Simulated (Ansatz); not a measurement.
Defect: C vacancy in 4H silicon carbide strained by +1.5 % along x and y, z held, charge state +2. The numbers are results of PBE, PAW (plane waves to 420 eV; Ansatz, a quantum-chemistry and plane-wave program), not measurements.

72-site cell at the strained lattice (strain from the relaxed PBE one, atoms relaxed), a 2×2×2 k-point mesh shifted by half a step along c, smearing 0.01 eV, spin-restricted, no finite-size correction. Static, classical nuclei. The charge state is imposed; whether it is stable for some Fermi level was not computed. Forms of the defect that were not tried may lie lower.

Relaxed starting cell (atoms counted from 1):

```yaml
crystal:
  lattice:
    - [9.42150, 0.00000, 0.00000]
    - [-4.71075, 8.15926, 0.00000]
    - [0.00000, 0.00000, 10.12928]
  atoms:
    - { symbol: Si, position: [0.99955, 0.99989, 0.48454] }
    - { symbol: Si, position: [0.99847, 0.33390, 0.49878] }
    - { symbol: Si, position: [0.99851, 0.66500, 0.49879] }
    - { symbol: Si, position: [0.33459, 0.00107, 0.49877] }
    - { symbol: Si, position: [0.33456, 0.33390, 0.49882] }
    - { symbol: Si, position: [0.33290, 0.66665, 0.49980] }
    - { symbol: Si, position: [0.66565, 0.00108, 0.49876] }
    - { symbol: Si, position: [0.66625, 0.33335, 0.49933] }
    - { symbol: Si, position: [0.66565, 0.66500, 0.49881] }
    - { symbol: Si, position: [0.99957, 0.99997, 0.99981] }
    - { symbol: Si, position: [0.00118, 0.33529, 0.00090] }
    - { symbol: Si, position: [0.00117, 0.66637, 0.00086] }
    - { symbol: Si, position: [0.33323, 0.99837, 0.00089] }
    - { symbol: Si, position: [0.33324, 0.33527, 0.00091] }
    - { symbol: Si, position: [0.33290, 0.66667, 0.00092] }
    - { symbol: Si, position: [0.66428, 0.99837, 0.00090] }
    - { symbol: Si, position: [0.66624, 0.33334, 0.00123] }
    - { symbol: Si, position: [0.66435, 0.66636, 0.00087] }
    - { symbol: Si, position: [0.23867, 0.11947, 0.75456] }
    - { symbol: Si, position: [0.22246, 0.44578, 0.75137] }
    - { symbol: Si, position: [0.22245, 0.77709, 0.75132] }
    - { symbol: Si, position: [0.55592, 0.11272, 0.75164] }
    - { symbol: Si, position: [0.55596, 0.44370, 0.75165] }
    - { symbol: Si, position: [0.55378, 0.77709, 0.75134] }
    - { symbol: Si, position: [0.87990, 0.11959, 0.75460] }
    - { symbol: Si, position: [0.88687, 0.44372, 0.75164] }
    - { symbol: Si, position: [0.88025, 0.76133, 0.75439] }
    - { symbol: Si, position: [0.11092, 0.22269, 0.24831] }
    - { symbol: Si, position: [0.11111, 0.55576, 0.25004] }
    - { symbol: Si, position: [0.11092, 0.88865, 0.24826] }
    - { symbol: Si, position: [0.44442, 0.22242, 0.24997] }
    - { symbol: Si, position: [0.44381, 0.55578, 0.25006] }
    - { symbol: Si, position: [0.44380, 0.88845, 0.25005] }
    - { symbol: Si, position: [0.77714, 0.22242, 0.24995] }
    - { symbol: Si, position: [0.77716, 0.55516, 0.24996] }
    - { symbol: Si, position: [0.77687, 0.88864, 0.24828] }
    - { symbol: C, position: [0.00071, 0.33372, 0.68730] }
    - { symbol: C, position: [0.00073, 0.66742, 0.68728] }
    - { symbol: C, position: [0.33219, 0.99884, 0.68728] }
    - { symbol: C, position: [0.33213, 0.33369, 0.68733] }
    - { symbol: C, position: [0.33290, 0.66665, 0.68803] }
    - { symbol: C, position: [0.66581, 0.99884, 0.68728] }
    - { symbol: C, position: [0.66624, 0.33334, 0.68829] }
    - { symbol: C, position: [0.66585, 0.66743, 0.68730] }
    - { symbol: C, position: [0.99958, 0.00002, 0.18759] }
    - { symbol: C, position: [0.99945, 0.33310, 0.18853] }
    - { symbol: C, position: [0.99946, 0.66678, 0.18851] }
    - { symbol: C, position: [0.33281, 0.00012, 0.18852] }
    - { symbol: C, position: [0.33280, 0.33310, 0.18855] }
    - { symbol: C, position: [0.33291, 0.66666, 0.18849] }
    - { symbol: C, position: [0.66646, 0.00011, 0.18853] }
    - { symbol: C, position: [0.66624, 0.33333, 0.18845] }
    - { symbol: C, position: [0.66648, 0.66678, 0.18852] }
    - { symbol: C, position: [0.22137, 0.11089, 0.93850] }
    - { symbol: C, position: [0.22196, 0.44477, 0.93910] }
    - { symbol: C, position: [0.22197, 0.77760, 0.93907] }
    - { symbol: C, position: [0.55507, 0.11099, 0.93921] }
    - { symbol: C, position: [0.55508, 0.44450, 0.93922] }
    - { symbol: C, position: [0.55479, 0.77760, 0.93908] }
    - { symbol: C, position: [0.88867, 0.11089, 0.93850] }
    - { symbol: C, position: [0.88858, 0.44451, 0.93921] }
    - { symbol: C, position: [0.88870, 0.77824, 0.93845] }
    - { symbol: C, position: [0.11093, 0.22271, 0.44025] }
    - { symbol: C, position: [0.11072, 0.55556, 0.43894] }
    - { symbol: C, position: [0.11099, 0.88859, 0.44017] }
    - { symbol: C, position: [0.44420, 0.22231, 0.43884] }
    - { symbol: C, position: [0.44399, 0.55556, 0.43895] }
    - { symbol: C, position: [0.44399, 0.88882, 0.43895] }
    - { symbol: C, position: [0.77725, 0.22231, 0.43882] }
    - { symbol: C, position: [0.77728, 0.55540, 0.43884] }
    - { symbol: C, position: [0.77679, 0.88860, 0.44020] }
```
Cell charge +2.

End state 1 differs by these moves (Å; atoms that move under 0.08 Å are left out):

| atom | element | Δx | Δy | Δz |
|---|---|---|---|---|
| 1 | Si | 0.00 | -0.14 | 0.20 |
| 2 | Si | -0.11 | 0.06 | 0.06 |
| 5 | Si | 0.11 | 0.06 | 0.06 |
| 19 | Si | -0.11 | -0.08 | -0.04 |
| 25 | Si | 0.11 | -0.08 | -0.04 |
| 27 | Si | 0.00 | 0.12 | -0.03 |
| 28 | Si | 0.00 | -0.01 | -0.09 |
| 63 | C | 0.00 | -1.80 | 2.51 |

### Question
What is the computed forward and backward barriers to end state 1 (PBE, PAW)?

### Answer
forward 4.89 eV, backward 4.85 eV; at the saddle point atom 63 has neighbours Si at 1.81, 2 Si at 2.24, 2 Si at 2.26 Å. The saddle point's order was not checked, and it lies on a symmetry element of the cell, where a band can be held.

End state 2 differs by these moves (Å; atoms that move under 0.08 Å are left out):

```
atom  element     Δx     Δy     Δz
----  -------  -----  -----  -----
1          Si   0.00  -0.01   0.14
5          Si  -0.01   0.00  -0.14
19         Si  -0.12  -0.21   0.00
20         Si  -0.12   0.06   0.03
23         Si   0.10   0.07   0.03
25         Si   0.11  -0.08  -0.03
27         Si   0.01   0.13  -0.03
40          C  -1.57  -2.72   0.00
```

### Question
Give the forward and backward barriers to end state 2 at the level PBE, PAW.

### Answer
forward 5.23 eV, backward 5.23 eV; at the saddle point atom 40 has neighbours Si at 1.79, 4 Si at 2.25 Å. The saddle point's order was not checked, and it lies on a symmetry element of the cell, where a band can be held.

End state 3 differs by these moves (Å; atoms that move under 0.08 Å are left out):

| atom | element | Δx | Δy | Δz |
|---|---|---|---|---|
| 1 | Si | 0.00 | 0.00 | 0.14 |
| 10 | Si | 0.00 | 0.14 | 0.04 |
| 12 | Si | 0.10 | -0.07 | 0.03 |
| 18 | Si | -0.10 | -0.07 | 0.03 |
| 19 | Si | -0.11 | -0.06 | -0.06 |
| 25 | Si | 0.11 | -0.06 | -0.06 |
| 27 | Si | 0.00 | 0.14 | -0.16 |
| 62 | C | 0.00 | 1.81 | -2.52 |

### Question
What is the computed forward and backward barriers to end state 3 (PBE, PAW)?

### Answer
forward 5.12 eV, backward 5.08 eV; at the saddle point atom 62 has neighbours Si at 1.73, Si at 1.84 Å. The saddle point's order was not checked.
